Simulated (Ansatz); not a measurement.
The parent structure is LiF in the rock salt structure (space group Fm-3m, No. 225; a = 4.008 Å).

It is then changed as follows: every lattice vector is shortened by 2.50 %, atoms relaxed at fixed cell.

The values are results of DFT with PBEsol, PAW potentials and a 420 eV plane-wave cutoff in Ansatz (a program for electronic structure), scalar-relativistic without spin-orbit coupling, not measurements.

Base, band edges from the VBM (valence, conduction): X -1.04, 14.78; W -0.82, 14.98; L -0.24, 10.67; Γ 0.00, 9.05; K -0.76, 14.39; U -0.76, 14.39 eV.

Q: Give the band edges at the high-symmetry points of the new zone, measured from its valence-band maximum.

A: 
| point | valence edge (eV) | conduction edge (eV) |
|---|---|---|
| Γ | 0.00 | 9.76 |
| X | -1.16 | 15.51 |
| U | -0.85 | 14.91 |
| K | -0.85 | 14.91 |
| L | -0.26 | 11.06 |
| W | -0.90 | 15.59 |

The gap is 9.76 eV, direct at Γ.

The cells carry an imposed strain or load. Stability against distortions was not tested.
